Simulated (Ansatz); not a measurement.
The structure below was relaxed with PBE (Ansatz, a program for electronic structure, PAW, no SOC), earlier PAW set, at pressure −1 GPa.

```
CELL_PARAMETERS angstrom
      2.89878     0.00000     0.00000
      0.00000     2.89878     0.00000
      0.00000     0.00000     2.89878
ATOMIC_POSITIONS crystal
  Al 0.00000 0.00000 0.00000
  Ni 0.50000 0.50000 0.50000
```

Find the space group and the Wyckoff positions.

Space group Pm-3m (No. 221); a = b = c = 2.8988 Å, α = β = γ = 90.00°

| atom | site | symmetry | x | y | z |
|---|---|---|---|---|---|
| Al | 1a | m-3m | 0.0000 | 0.0000 | 0.0000 |
| Ni | 1b | m-3m | 0.5000 | 0.5000 | 0.5000 |

Describe the coordination.

The crystal has 2 atoms in its conventional cell. Conventional cell: a = b = c = 2.8988 Å, α = β = γ = 90.00°. Al has 8 Ni at 2.510 Å and 6 Al at 2.899 Å. Ni is coordinated by 8 Al at 2.510 Å and 6 Ni at 2.899 Å. (Neighbours: up to the widest gap in distance over summed covalent radii, below 1.35, at either atom.)

Load acts through the strain it causes; cell and atoms are relaxed under it. No phonon test of stability was made. The final runs are not spin-polarised. The cell was made from AlNi in the CsCl type structure (space group Pm-3m, No. 221; non-magnetic) by this change: pressure −1 GPa.
